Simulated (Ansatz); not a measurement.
LaTeCl under a change: Te → Sn

Base system: LaTeCl (space group P4/nmm, No. 129; a = 4.4783 Å, c = 8.2007 Å; a cell from a computed database, its experimental status unchecked).

Modification: Sn takes the place of Te on all its sites, then cell and atoms are relaxed.

The values are results of DFT with PBEsol, PAW potentials and a 420 eV plane-wave cutoff in Ansatz (a first-principles code), no SOC, not measurements. Settings: 11×11×6 k-points, 0.05 eV Fermi–Dirac smearing, for the changed cell.

The volume per atom increases by 0.46 Å³ to 27.87 Å³ and the lattice parameter a decreases by 0.128 Å to 4.350 Å. The c/a ratio grows by 0.200 (1.831 → 2.031) and the space group remains P4/nmm (No. 129). The shortest interatomic distance shrinks by 0.065 Å (2.980 Å → 2.915 Å) and the band gap goes from 0.45 eV to zero.

Final structure:

```
CELL_PARAMETERS angstrom
      4.35037     0.00000     0.00000
      0.00000     4.35037     0.00000
      0.00000     0.00000     8.83624
ATOMIC_POSITIONS crystal
  La 0.00000 0.50000 0.78034
  La 0.50000 0.00000 0.21966
  Sn 0.00000 0.50000 0.42547
  Sn 0.50000 0.00000 0.57453
  Cl 0.00000 0.00000 0.00000
  Cl 0.50000 0.50000 0.00000
```

With Te present, leaving out spin-orbit coupling can change the band edges. Whether these cells are dynamically stable was not tested. As relaxed here, LaSnCl is a hypothetical phase, not in the database extracts checked. The final runs are not spin-polarised.
